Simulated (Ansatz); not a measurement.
An Ansatz (a program for electronic structure) input (DFT with r2SCAN, PAW potentials and a 500 eV plane-wave cutoff in Ansatz, without spin-orbit coupling):

Ansatz 0.2 input:
```yaml
crystal:
  lattice:
    - [0.0374289009, 3.2832369192, 3.2832369192]
    - [3.2832369192, 0.0374289009, 3.2832369192]
    - [3.3206658201, 3.3206658201, 0]
  atoms:
    - { symbol: Sn, position: [0, 0, 0] }
    - { symbol: Sn, position: [0.25, 0.25, 0.25] }
basis: { ecutwfc: 500, ecutrho_ratio: 4, xc_grid: 4, fft_grid_basis: typed }
kpoints: { mp_grid: { grid: [12, 12, 12] } }
hamiltonian:
  xc: r2scan
  dispersion: none
  pseudopotentials: { kind: paw }
scf: { occupations: { method: fermi_dirac, width: 0.05 }, convergence: { dr2_threshold: 0.0000000002 } }
relax: { f_tol: 0.005, max_steps: 50 }
output: { forces: true, stress: true }
checkpoint: { write: state.ck, write_every: 1000 }
```

Question: Which symmetry and how many k-points will the program report, and about how many plane waves at Γ?

Answer: Space group Imma (ITA 74) with 8 operations, k-points 280 of 1728, and 1819 plane waves at Γ.

The cells carry an imposed strain or load. No phonon test of stability was made. The cell was made from Sn in the diamond structure (space group Fd-3m, No. 227) by this change: tensor shear ε_xy = +1.14 %.
